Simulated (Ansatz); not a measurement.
Start from an 8-atom supercell of GaP in the zinc blende structure (space group F-43m, No. 216; a = 5.4385 Å) at its relaxed geometry.

Calculations: plane-wave PAW DFT at the PBEsol level (Ansatz, a first-principles code, 420 eV), spin-orbit coupling left out.

One neutral defect a cell, atoms relaxed at fixed cell.

One change was made to it. Results:

The largest displacement of a host atom from its site in the perfect cell amounts to 0.01 Å; the pressure remains 0.0 GPa.

Q: Which change produced these results?
(A) P on a Ga site (antisite)
(B) Ag on a Ga site
(C) P vacancy

A: A, P on a Ga site (antisite). For comparison, the pressure in the other runs: P vacancy gives -4.0 GPa; Ag on a Ga site gives 1.3 GPa.

The magnetic state is the one reached from the starting moments; the real material's order can differ, and small cells can't hold many antiferromagnetic ones. In so small a cell the defect repeats every few ångströms: this is an ordered compound, not a dilute defect. The mesh was chosen for an insulator and is coarse for the gapless case. Starting moments died away, wholly or in part, for P on a Ga site (antisite), P vacancy and Ag on a Ga site; another magnetic solution may exist.
